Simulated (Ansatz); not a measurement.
## What biaxial strain +0.32 %, plane normal [001], relaxed out of plane does to Al

The reference is Al in the fcc (Cu type) structure (space group Fm-3m, No. 225; a = 3.992 Å; relaxed with 0.1 eV smearing). Axes: x, y, z lie along the cube axes.

Perturbation: biaxial strain +0.32 %, plane normal [001], relaxed out of plane (Cartesian); in-plane vectors clamped, the third vector and the atoms free.

Calculations: Ansatz (a quantum-chemistry and plane-wave program), r2SCAN, PAW, cutoff 500 eV, scalar-relativistic without spin-orbit coupling, earlier PAW set. k-mesh 28×28×28 (Γ-centred); smearing 0.1 eV (Fermi–Dirac).

The volume per atom rises by 0.046 Å³, from 15.91 Å³ to 15.95 Å³ and the space group changes from Fm-3m (No. 225) to I4/mmm (No. 139). The shortest interatomic distance stays 2.823 Å and the energy hardly moves. The pressure (mean of the normal stresses, compression positive) goes from zero to -0.3 GPa and the band gap is still zero. The out-of-plane strain amounts to -0.35 % and the mean in-plane stress (compression positive) amounts to -0.4 GPa.

No phonon test of stability was made.
